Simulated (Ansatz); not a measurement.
Take KTaO$_{3}$ in the cubic perovskite structure (space group Pm-3m, No. 221; a = 3.952 Å) as the base.

The values are results of LDA (Ansatz, a quantum-chemistry and plane-wave program), scalar-relativistic without spin-orbit coupling, not measurements.

```tsv
level	band gap
LDA	2.13 eV
```

From these computed values, estimate the measured ones, and say how each level misses.

Measured: band gap 3.64 eV (temperature not stated; as listed in Burak Himmetoglu, Anderson Janotti, Journal of Physics Condensed Matter (2016)). Computed minus measured — band gap: LDA -1.51 eV. Measured values not marked as corrected hold thermal and zero-point effects that the static-lattice runs lack. A measured gap can be an optical one, lowered by exciton binding. Levels without spin-orbit coupling miss its effect on the gap.

Spin-orbit coupling, missing from the scalar runs, can matter with Ta. No phonon test of stability was made.
